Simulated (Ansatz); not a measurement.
# A self-consistent single point of RbAu₅ (P6mm, 6 atoms in the cell) with Ansatz

Computed with PBEsol, default PAW files made with PBE (plane waves; Ansatz, a quantum-chemistry and plane-wave program).

This input was run:

Ansatz 0.2 input:
```yaml
crystal:
  lattice:
    - [5.847311, 0.000000, 0.000000]
    - [-2.923656, 5.063920, 0.000000]
    - [0.000000, 0.000000, 4.523334]
  atoms:
    - { symbol: Rb, position: [0.000000, 0.000000, 0.011054] }
    - { symbol: Au, position: [0.666667, 0.333333, 0.000000] }
    - { symbol: Au, position: [0.333333, 0.666667, 0.000000] }
    - { symbol: Au, position: [0.500000, 0.000000, 0.500000] }
    - { symbol: Au, position: [0.500000, 0.500000, 0.500000] }
    - { symbol: Au, position: [0.000000, 0.500000, 0.500000] }
basis:
  ecutwfc: 420.0
kpoints:
  mp_grid: { grid: [7, 7, 7] }
hamiltonian:
  xc: pbesol
  pseudopotentials: { kind: paw }
scf:
  occupations: { method: fermi_dirac, width: 0.1 }
output:
  forces: true
  eigenvalues: true
  stress: true
```

Log, with long lists cut:

```
WARN the atoms were moved onto the symmetric positions of the space group found under crystal.symmetry.tolerance 1.0e-5 (fractional …
WARN ansatz: RAYON_NUM_THREADS=1 ignored (pool sized by the plan → 1); use --threads N
Pseudopotentials: kind: paw
Pseudopotential: Rb, paw, valence charge 9
Pseudopotential: Au, paw, valence charge 19
Crystal: 6 atoms, lattice volume = 133.937 Å³
Basis set: ecut = 420 eV, 2595 PW (Γ), exchange–correlation on 80×80×64 points (8 copies of the dense FFT grid, shifted against one another)
Bands: 63, of which v1, the nominal top of the filled ones, is band 52 counted from 1 (51 counted from 0)
Symmetry: 12 space group operations
Space group: P6mm (ITA 183), of the structure as read, at distance tolerance 5.1e-5 Å
k-points: 32 of 343 (time reversal used)
PAW frozen core: Rb, regenerated for the run's functional, and the local potential with it
PAW frozen core: Au, regenerated for the run's functional, and the local potential with it
Initial density: superposition of atomic densities (neutral atoms: chi_scale 0, normalization atom), corrected by the library's trained network
Initial wavefunctions: pseudopotential atomic-orbital guess
Eigensolver: davidson
Functional: x = pbesol(κ = 0.804, μ = 0.12345679012345678), c = pbesol(β = 0.046)
SCF iter   1: F=—  HF=-68253.317814 eV  |F-HF|=—  |Δ(HF+E_count)|=         —  Δρ=5.57e-3  dr2=4.94e-2  ethr=1.77e-3  ⟨swp⟩=6.3  Hψ=7727  notcnv=0  defer=41
all-band conjugate gradients solve this SCF's bands
preconditioner: auto → LDOS
SCF iter   2: F=—  HF=-68253.320988 eV  |F-HF|=—  |Δ(HF+E_count)|=   3.17e-3  Δρ=6.30e-3  dr2=5.29e-2  ethr=4.75e-5  ⟨swp⟩=2.1  Hψ=4081  notcnv=0  defer=77
SCF iter   3: F=—  HF=-68253.305294 eV  |F-HF|=—  |Δ(HF+E_count)|=   1.57e-2  Δρ=8.65e-4  dr2=9.23e-4  ethr=4.75e-5  ⟨swp⟩=2.9  Hψ=3212  notcnv=0  defer=77
SCF iter   4: F=—  HF=-68253.304993 eV  |F-HF|=—  |Δ(HF+E_count)|=   3.00e-4  Δρ=1.32e-4  dr2=2.68e-5  ethr=8.87e-7  ⟨swp⟩=2.1  Hψ=3296  notcnv=0  defer=77
SCF iter   5: F=—  HF=-68253.305009 eV  |F-HF|=—  |Δ(HF+E_count)|=   1.55e-5  Δρ=3.72e-5  dr2=2.14e-6  ethr=2.57e-8  ⟨swp⟩=2.1  Hψ=3253  notcnv=0  defer=77
SCF iter   6: F=-68253.305009 eV  HF=-68253.305009 eV  |F-HF|=4.98e-8  |Δ(HF+E_count)|=   3.15e-7  Δρ=7.21e-6  dr2=7.80e-8  ethr=9.62e-11  ⟨swp⟩=9.2  Hψ=9719  notcnv=0
SCF 1 converged in 6 iterations: F = -68253.305009 eV  dr2 = 7.80e-8
SCF converged after 6 iterations
Free energy (F): -68253.305009 eV
Harris-Foulkes:  -68253.305009 eV  (|F-HF|=4.98e-8)
Internal energy: -68253.253313 eV  (E = F + TS)
E sigma→0 (E₀):  -68253.279161 eV
Entropy (-TS):   -0.051695 eV (-8.616 meV/atom)
Fermi energy:    14.105989 eV
--- Per-component energies (eV) ---
  E_band       = -1627.345906
  E_kinetic    = 3214.414976
  E_local      = -13147.873415  (includes V_loc(G=0)·N_el)
  E_nonlocal   = 560.680610
  E_hartree    = 5554.666337
  E_xc         = -1260.429326
  E_vxc        = -1506.887344  (∫ρ·V_xc dr)
  E_paw        = -50397.476429  (= ΣΔE_a)
  E_vpaw       = -1857.022035  (= ΣTr[D̂ρ^β])
  E_aug_tail   = 0.006995  (compensation charges beyond the density's cutoff)
  E_ewald      = -12778.914127
  E_core_change = 1.671066  (= ΣΔE_core)
  E_smearing   = -0.051695  (= −TS)
  E_closure    = -0.000000  (closes the sum)
  Σ components = -68253.305009   (vs F -68253.305009, Δ=0.00e0)
--- Forces (eV/Å), atoms counted from 1 ---
  atom   1  Rb    -0.00000000     0.00000000    -0.04171240
  atom   2  Au     0.00000000    -0.00000000    -0.00689904
  atom   3  Au    -0.00000000     0.00000000    -0.00689904
  atom   4  Au     0.00000000    -0.00000000     0.01846820
  atom   5  Au     0.00000000    -0.00000000     0.01846820
  atom   6  Au     0.00000000     0.00000000     0.01846820
  max |Σ_I F_I| component: 1.06e-4 eV/Å
--- Stress (GPa, compression-positive) ---
       -3.681934       0.000000      -0.000000
        0.000000      -3.681934       0.000000
       -0.000000       0.000000      -5.343751
  P = ⅓ Tr σ = -4.2359 GPa (-42.359 kbar)
  The stress holds the Pulay correction. Without it, at fixed plane waves, as pw.x and ABINIT print it: P = -4.2654 GPa
--- Band table (eV; the first three rows and the last of 32) ---
  k-point 0: bands = ["-91.3026", "-91.2973", "-91.2973", "-91.1726", "-91.1726", "-42.8238", "-42.7925", "-42.7307", "-42.7307", "-42.6906", "-42.6906", "-42.6521", "-42.6272", "-42.6272", "-42.5951", "-42.5635", "-42.5340", "-42.5340", "-42.5150", [...]
  k-point 1: bands = ["-91.3025", "-91.2973", "-91.2973", "-91.1727", "-91.1726", "-42.8333", "-42.7818", "-42.7293", "-42.7293", "-42.6958", "-42.6958", "-42.6425", "-42.6272", "-42.6272", "-42.5951", "-42.5744", "-42.5287", "-42.5287", "-42.5165", [...]
  k-point 2: bands = ["-91.3023", "-91.2973", "-91.2973", "-91.1728", "-91.1726", "-42.8516", "-42.7525", "-42.7260", "-42.7260", "-42.7065", "-42.7065", "-42.6271", "-42.6271", "-42.6238", "-42.6045", "-42.5951", "-42.5199", "-42.5199", "-42.5179", [...]
  k-point 31: bands = ["-91.3002", "-91.2993", "-91.2973", "-91.1728", "-91.1727", "-42.8117", "-42.7860", "-42.7143", "-42.7113", "-42.7102", "-42.7100", "-42.6413", "-42.6259", "-42.6255", "-42.6126", "-42.6093", "-42.5219", "-42.5172", [...]
```

The run converged in 6 iterations.

The starting cell comes from a database of computed structures (which also holds hypothetical and non-ambient phases and stackings), without a prior relaxation at this level. Its lattice was rescaled by up to half a per cent. One atom was moved a little off its site on purpose. Spin-orbit coupling is off. With a pressure of about -4 GPa the cell is away from its equilibrium volume at this level. Ansatz's pressure includes its estimate of the finite-basis (Pulay) stress.
